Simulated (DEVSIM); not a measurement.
Device: illuminated Si n-on-p cell, one wavelength, with a back-surface field, at 300 K.

Layer 1 from the left is Si, thickness (μm) 0.370, Nd (cm⁻³) 9.7e18, τn (s) 3.4e-8, τp (s) 5.3e-9, absorption coefficient (cm⁻¹) 2700. Layer 2 from the left is Si, thickness (μm) 88.0, Na (cm⁻³) 1.2e15, τn (s) 2.3e-7, τp (s) 2.3e-7, absorption coefficient (cm⁻¹) 2700. Layer 3 from the left is Si, thickness (μm) 0.260, Na (cm⁻³) 7e18, τn (s) 2.3e-7, τp (s) 2.3e-7, absorption coefficient (cm⁻¹) 2700.

Left contact: ohmic, minority hole recombination velocity 40000 cm/s. Right contact: ohmic, minority electron recombination velocity 2e5 cm/s. Voltage is applied to the left contact. Recombination: SRH at mid-gap, radiative, Auger. Gap narrowing is on: ΔEg = 6.92 meV × (l + √(l² + 0.5)), l = ln(N/1.3e17 cm⁻³), shared equally by both band edges. Light enters at the left, 4e16 photons cm⁻² s⁻¹, one pass, no reflection. Mobility is μmin + (μ − μmin)/(1 + (N/Nref)^α).

This is a model device: material constants are rounded textbook-type values typed into the input, and sizes, dopings and lifetimes were drawn at random. Values at 300 K.

Si: gap (eV) 1.124, affinity (eV) 4.05, permittivity 11.7, Nc (cm⁻³) 2.86e19, Nv (cm⁻³) 3.1e19, μn (cm²/Vs) 1417, μp (cm²/Vs) 470, μn,min 52, μp,min 45, Nref,n 9.7e16, Nref,p 2.2e17, αn 0.68, αp 0.72, B (cm³/s) 4.7e-15, Cn (cm⁶/s) 2.8e-31, Cp (cm⁶/s) 9.9e-32.

Simulated with DEVSIM: 1D drift-diffusion, Boltzmann statistics, complete ionisation; no tunnelling, impact ionisation, image-force lowering or self-heating.

What does the simulation give for the dark forward voltage at 100 A/cm², the fill factor?

dark forward voltage at 100 A/cm² 0.939 V; fill factor 0.77.
